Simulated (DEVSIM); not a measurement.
Structure: Schottky contact on p-type GaSb, at 250 K.

```csv
layer (left to right),material,thickness (μm),Na (cm⁻³),τn (s),τp (s)
1,GaSb,3.40,5.3e15,5.1e-10,5.1e-10
```

Left contact: Schottky, work function 4.216 eV, emission velocity 4.2e6 cm/s. Right contact: ohmic. Voltage is applied to the left contact. Recombination: SRH at mid-gap, Auger. Mobility is μmin + (μ − μmin)/(1 + (N/Nref)^α).

Constants are typed, rounded textbook-type inputs, not results; the design itself was drawn at random and stands for no fabricated device. Values at 300 K; Nc and Nv go as T^1.5, mobilities as T to minus their exponent, the gap by Varshni's rule with the affinity fixed.

| parameter | GaSb |
|---|---|
| gap (eV) | 0.726 |
| affinity (eV) | 4.06 |
| permittivity | 15.7 |
| Nc (cm⁻³) | 2.1e17 |
| Nv (cm⁻³) | 1.8e19 |
| μn (cm²/Vs) | 5000 |
| μp (cm²/Vs) | 850 |
| μn,min | 1000 |
| μp,min | 190 |
| Nref,n | 2.8e17 |
| Nref,p | 9e17 |
| αn | 1.05 |
| αp | 0.65 |
| T exponent of μn | 2 |
| T exponent of μp | 1.7 |
| Cn (cm⁶/s) | 5e-30 |
| Cp (cm⁶/s) | 5e-30 |
| Varshni α (eV/K) | 0.00042 |
| Varshni β (K) | 140 |

Model (solved in DEVSIM): 1D drift-diffusion, Boltzmann statistics, complete ionisation; no tunnelling, impact ionisation, image-force lowering or self-heating. Metal contacts follow the ideal Schottky-Mott rule: no Fermi-level pinning, no interface dipoles.

Base results: largest field in the device at zero bias (V/cm) 22000; dark forward voltage at 100 A/cm² (V) 0.389; potential step across the device at zero bias (V) 0.419.

Problem. What follows from this one change: metal work function 4.216 → 4.116 eV?

Solution. largest field in the device at zero bias 22000 → 26000 V/cm; dark forward voltage at 100 A/cm² 0.389 → 0.464 V; potential step across the device at zero bias 0.419 → 0.519 V.

Problem. What follows from this one change: temperature 250 → 500 K?

Solution. largest field in the device at zero bias 22000 → 14000 V/cm; dark forward voltage at 100 A/cm² 0.389 → 0.063 V; potential step across the device at zero bias 0.419 → 0.115 V.

Problem. What follows from this one change: metal work function 4.216 → 4.266 eV?

Solution. largest field in the device at zero bias little changed (21000 V/cm); dark forward voltage at 100 A/cm² 0.389 → 0.340 V; potential step across the device at zero bias 0.419 → 0.369 V.

Problem. What follows from this one change: thickness of layer 1 3.4 → 5.8 μm?

Solution. largest field in the device at zero bias little changed (22000 V/cm); dark forward voltage at 100 A/cm² 0.389 → 0.414 V; potential step across the device at zero bias little changed (0.419 V).

Problem. What follows from this one change: doping Na of layer 1 5.3e+15 → 1.6e+16 cm^-3?

Solution. largest field in the device at zero bias 22000 → 39000 V/cm; dark forward voltage at 100 A/cm² 0.389 → 0.362 V; potential step across the device at zero bias 0.419 → 0.443 V.
